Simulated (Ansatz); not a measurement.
# Carrier properties of CsPbBr3 (Pm-3m)

Input:

```
CsPbBr3
1.0
    5.93759     0.00000     0.00000
    0.00000     5.93759     0.00000
    0.00000     0.00000     5.93759
Cs Pb Br
1 1 3
Direct
  0.00000   0.00000   0.00000
  0.50000   0.50000   0.50000
  0.50000   0.50000   0.00000
  0.00000   0.50000   0.50000
  0.50000   0.00000   0.50000
```

Method: r2SCAN with spin-orbit coupling, rigid bands (plane waves, PAW; Ansatz, a program for electronic structure). Geometry: cell and atoms relaxed with r2SCAN.

* **band gap**: 0.76 eV
* **electron conductivity mass (300 K, dilute)**: 0.150 mₑ
* **hole conductivity mass (300 K, dilute)**: 0.148 mₑ
* **effective density of states N_c (300 K)**: 1.4e18 cm⁻³
* **effective density of states N_v (300 K)**: 1.3e18 cm⁻³
* **density-of-states mass, electrons**: 0.143 mₑ
* **density-of-states mass, holes**: 0.137 mₑ
* **Seebeck coefficient, n-type 1e19 cm⁻³, 300 K**: -90 μV/K
* **Seebeck coefficient, p-type 1e19 cm⁻³, 300 K**: 90 μV/K

Rigid bands; masses and Seebeck coefficients take one relaxation time τ for all states and one kind of carrier; polarons and phonon drag are left out.

CsPbBr3 (Pm-3m): a high-temperature phase held by its symmetry.
